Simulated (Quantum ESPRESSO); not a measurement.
How a calculation on Zr2Al (P6_3/mmc, 6 atoms in the cell) responds to its settings

```cif
data_Al2Zr4
_chemical_formula_sum 'Zr4 Al2'
_space_group_name_H-M_alt 'P 1'
_space_group_IT_number 1
_cell_length_a 4.89978
_cell_length_b 4.89978
_cell_length_c 5.93566
_cell_angle_alpha 90.000
_cell_angle_beta 90.000
_cell_angle_gamma 120.000
loop_
_space_group_symop_operation_xyz
  'x, y, z'
loop_
_atom_site_label
_atom_site_type_symbol
_atom_site_fract_x
_atom_site_fract_y
_atom_site_fract_z
_atom_site_occupancy
Zr1 Zr 0.00000 0.00000 0.00000 1
Zr2 Zr 0.00000 0.00000 0.50000 1
Zr3 Zr 0.33333 0.66667 0.75000 1
Zr4 Zr 0.66667 0.33333 0.25000 1
Al1 Al 0.33333 0.66667 0.25000 1
Al2 Al 0.66667 0.33333 0.75000 1
```

Base run A: Quantum ESPRESSO with PBEsol, PseudoDojo standard norm-conserving (PBESOL) pseudopotentials, self-consistent single point.

Its settings: ecutwfc = 70 Ry; occupations = smearing; smearing = marzari-vanderbilt; degauss = 0.019992 Ry; potentials = {Zr: Zr.upf, Al: Al.upf}; K_POINTS = automatic 6 6 4 1 1 1; conv_thr = 1e-09 Ry; mixing_beta = 0.4.

The starting cell comes from a database of computed structures (which also holds hypothetical and non-ambient phases and stackings), without a prior relaxation at this level. In the base run, with a pressure of about -3 GPa the cell is away from its equilibrium volume at this level.

ΔF is the free energy per atom less that of run A. 

| run | mixing_beta, mixing_mode | ΔF (meV/atom) | pressure (GPa) | iterations |
|---|---|---|---|---|
| A | 0.4, default | 0.00 | -3.08 | 12 |
| B | 0.2, plain | 0.00 | -3.08 | 14 |
| C | 0.5, plain | 0.00 | -3.08 | 13 |
| D | 0.2, TF | 0.00 | -3.08 | 28 |
| E | 0.5, TF | 0.00 | -3.08 | 13 |
| F | 0.2, local-TF | 0.00 | -3.08 | 27 |
| G | 0.5, local-TF | 0.00 | -3.08 | 29 |

Runs B, C, D, E, F, G ended on the same solution as A (within 1 meV/atom). The fewest iterations to that state were 12 (A); the most were 29.
